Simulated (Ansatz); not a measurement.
What holes 7.0×10^20 cm⁻³ does to MgTe

Consider MgTe in the zinc blende structure (space group F-43m, No. 216; a = 6.4384 Å).

One thing is altered: hole doping at 7.0×10^20 cm⁻³ (0.0467 per cell), with a uniform compensating background at fixed cell and a 300 K Fermi–Dirac width.

Method: Ansatz (a quantum-chemistry and plane-wave program), PBEsol, PAW, cutoff 420 eV, spin-orbit coupling left out, earlier PAW set. k-mesh 20×20×20 (Γ-centred); smearing 0.0259 eV (Fermi–Dirac).

The gap between the host's bands rises by 0.03 eV (2.35 eV → 2.38 eV) and the gap character is still direct at Γ. The valley order (the lowest conduction-band minima on the path, energy above the VBM, named in the base's zone) goes from Γ 2.35 eV; X along ⟨100⟩ 2.71 eV; L along ⟨111⟩ 3.18 eV to Γ 2.38 eV; X along ⟨100⟩ 2.75 eV; L along ⟨111⟩ 3.20 eV and the Fermi level relative to the doped band's edge (positive inside the band; to 0.05 eV) is +0.10 eV.

Final structure:

```yaml
crystal:
  lattice:
    - [0.00000, 3.21920, 3.21920]
    - [3.21920, 0.00000, 3.21920]
    - [3.21920, 3.21920, 0.00000]
  atoms:
    - { symbol: Mg, position: [0.00000, 0.00000, 0.00000] }
    - { symbol: Te, position: [0.25000, 0.25000, 0.25000] }
```
Cell charge +0.046706.

Cost of the whole job for the changed cell (relaxation, final SCF and bands): roughly 21 core-seconds.

Carriers are added with a uniform compensating background; total energy and stress of such cells depend on the potential's zero and are not compared; many-body gap narrowing is missing at this level. With Te present, leaving out spin-orbit coupling can change the band edges. Stability against distortions was not tested.
